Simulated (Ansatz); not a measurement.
Response to strain in SiO2

The parent structure is SiO₂ in the rutile structure (space group P4_2/mnm, No. 136).

```
CELL_PARAMETERS angstrom
      4.23608     0.00000     0.00000
      0.00000     4.23608     0.00000
      0.00000     0.00000     2.69045
ATOMIC_POSITIONS crystal
  Si 0.00000 0.00000 0.00000
  Si 0.50000 0.50000 0.50000
  O  0.30698 0.30698 0.00000
  O  0.80698 0.19302 0.50000
  O  0.19302 0.80698 0.50000
  O  0.69302 0.69302 0.00000
```

Strains are applied to the cell and any free atomic positions relax.

All numbers come from PBE (Ansatz, a first-principles code, PAW, spin-orbit coupling left out).

| isotropic strain (%) | band gap (eV) |
|---|---|
| 0 | 5.04 |
| 0.6 | 4.76 |
| 1.2 | 4.49 |
| 1.8 | 4.23 |
| 2.4 | ? |
| 3 | 3.73 |

**Question.** Fit E_g = E₀ + Dε (ε in %) to the rows shown and predict the withheld row.

**Answer.** Least squares on the printed values gives E₀ = 5.03 eV, D = -436 meV per % of strain (largest residual 0.01 eV); this predicts 3.98 eV, and the run gives 3.97 eV, in agreement.

Stability against distortions was not tested.
